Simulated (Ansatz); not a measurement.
**MgTe, response to strain**

Base system: MgTe in the zinc blende structure (space group F-43m, No. 216; a = 6.368 Å). Axes: x, y, z lie along the cube axes.

Strains are applied to the cell and any free atomic positions relax.

Computed with LDA/PAW in Ansatz (a quantum-chemistry and plane-wave program), no spin-orbit coupling.

Candidates:
(a) uniaxial strain ε_zz = +1.00 %
(b) uniaxial strain ε_zz = +3.00 %
(c) uniaxial strain ε_zz = −3.00 %
(d) uniaxial strain ε_zz = −2.00 %

Base values:

- Band gap = 2.38 eV

Q: Order them by band gap, highest first.

A: (c) uniaxial strain ε_zz = −3.00 % (2.46 eV), (d) uniaxial strain ε_zz = −2.00 % (2.44 eV), (a) uniaxial strain ε_zz = +1.00 % (2.33 eV), (b) uniaxial strain ε_zz = +3.00 % (2.22 eV)

Spin-orbit coupling, missing from the scalar runs, can matter with Te. Stability against distortions was not tested.
